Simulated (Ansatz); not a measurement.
W2C (Pnnm, No. 58, 6 atoms in the cell; start mp-33065), treated with LDA in Ansatz (PAW).

Settings: plane-wave cutoff 520 eV, 12×10×18 k mesh (along the axes of the cell as run), Fermi–Dirac smearing 0.05 eV, no spin polarisation, scalar-relativistic PAW data made under PBE.

Cell (relaxed at this level):

Space group Pnnm (No. 58); a = 4.655 Å, b = 5.210 Å, c = 2.992 Å, α = β = γ = 90.00°

```tsv
atom	site	symmetry	x	y	z
W	4g	..m	0.2408	0.6582	0.0000
C	2a	..2/m	0.0000	0.0000	0.0000
```

Predict the bulk modulus.


bulk modulus: 368 GPa

Note: the run has no spin polarisation, so it can have missed a magnetic state; the bulk modulus is −V dP/dV from two relaxed cells at ±2 % in volume; the relaxation could not lower the start's symmetry, so the cell can be a saddle point above a distorted one.

Spin–orbit coupling is not included; it can open a gap where bands touch, and shift volumes and moduli.

Computed values are for the static lattice.

It cost about 11 core-minutes (a rough figure) of CPU time.

A start named mp-… is a Materials Project structure, which need not be a measured phase.

Ansatz is a program for electronic structure.
